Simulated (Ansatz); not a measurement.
Band-edge transport in semiconductors and insulators: MgSe (Fm-3m) under several functionals (Ansatz, a quantum-chemistry and plane-wave program, with spin-orbit coupling). The PBE cell:

```
MgSe
1.0
    0.00000     2.75411     2.75411
    2.75411     0.00000     2.75411
    2.75411     2.75411     0.00000
Mg Se
1 1
Direct
  0.00000   0.00000   0.00000
  0.50000   0.50000   0.50000
```

| Functional | cell relaxed with | volume (Å³/atom) | band gap | electron conductivity mass | hole conductivity mass | Seebeck coefficient, n-type 1e19 cm⁻³ |
|---|---|---|---|---|---|---|
| PBE | PBE | 20.89 | 1.64 eV | 0.29 mₑ | 1.01 mₑ | -241 μV/K |
| PBEsol | PBEsol | 20.23 | 1.64 eV | 0.29 mₑ | 0.95 mₑ | -241 μV/K |

For the band gap, PBE gives 1.64 eV and PBEsol 1.64 eV: the two agree within 2 %.

Masses are for dilute carriers at 300 K, harmonic means over directions unless an axis is named. Seebeck coefficients are for the stated density at 300 K, with one relaxation time for all states and whether or not that doping can be reached.
